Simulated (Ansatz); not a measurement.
Fluorite NiSi2 was calculated with LDA (plane waves, PAW; Ansatz, a program for electronic structure).

Settings: plane-wave cutoff 520 eV, 18×18×18 k mesh, Fermi–Dirac smearing 0.05 eV, no spin polarisation, scalar-relativistic PAW data made under PBE.

Pressure at four volumes; x = ln(V/12.765 Å³). One pressure is withheld.

| V (Å³/atom) | x | P (GPa) |
|---|---|---|
| 11.999 | -0.0619 | 11.86 |
| 12.765 | 0.0000 | 0.00 |
| 13.275 | 0.0392 | -6.03 |
| 13.531 | 0.0583 | ? |

Pass a parabola P(x) through the three rows shown, estimate the bulk modulus and its pressure derivative near zero pressure, and predict the withheld pressure.

Slopes between the rows: (0.00 − (11.86))/(0.0000 − (-0.0619)) = -191.60 and (-6.03 − (0.00))/(0.0392 − (0.0000)) = -153.83 GPa. Their difference over the span 0.1011 is c = 37.77/0.1011 = 373.6 GPa, so P(x) = 11.86 + (-191.60)(x − (-0.0619)) + 373.6 (x − (-0.0619))(x − (0.0000)). At the middle row B = −dP/dx = −[-191.60 + 373.6 × 0.0619] = 168.5 GPa, and B′ = dB/dP = 2c/B = 4.4. At x = 0.0583 the parabola gives -8.55 GPa; the run gives -8.59 GPa. The Birch–Murnaghan fit to the energies at all volumes has B0 = 167 GPa and B′ = 4.3.
